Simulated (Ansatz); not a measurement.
Data:

```
CELL_PARAMETERS angstrom
      0.00000     2.10744     2.10744
      2.10744     0.00000     2.10744
      2.10744     2.10744     0.00000
ATOMIC_POSITIONS crystal
  Mg 0.00000 0.00000 0.00000
  O  0.50000 0.50000 0.50000
```

These are HSE06, rigid bands (plane waves, PAW, scalar-relativistic; Ansatz, an electronic-structure program) values and carry that method's errors. Cell: cell and atoms relaxed with PBEsol.

What conductivity effective mass do dilute electrons have at 300 K?

0.36 mₑ.

Predict the hole conductivity mass (n e² τ/σ) at 300 K, by direction if it differs.

2.1 mₑ.

And the band gap?

6.47 eV at this level.

Rigid bands, one relaxation time for all states, no polarons. Spin-orbit coupling is left out. Geometry: cell and atoms relaxed with PBEsol.
